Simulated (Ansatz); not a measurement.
**Cubic perovskite CsPbCl3 (cubic high-temperature phase)**

Level of theory: rVV10 (plane waves, PAW; Ansatz, a first-principles code).

Settings: plane-wave cutoff 500 eV, 6×6×6 k mesh, gaussian smearing 0.02 eV, scalar-relativistic PAW data made under PBE.

Cell: relaxed at this level.

```yaml
equilibrium_volume_per_atom: 36.50 Å³/atom
equilibrium_lattice_constant_a: 5.672 Å
band_gap: 1.99 eV (on the SCF k mesh)
```

Note: the relaxation could not lower the start's symmetry, so the cell can be a saddle point above a distorted one.

Spin–orbit coupling is not included; with these elements it can move the gap by several tenths of an eV or more.

Computed values are for the static lattice.

Computing time: very roughly 40 core-seconds.
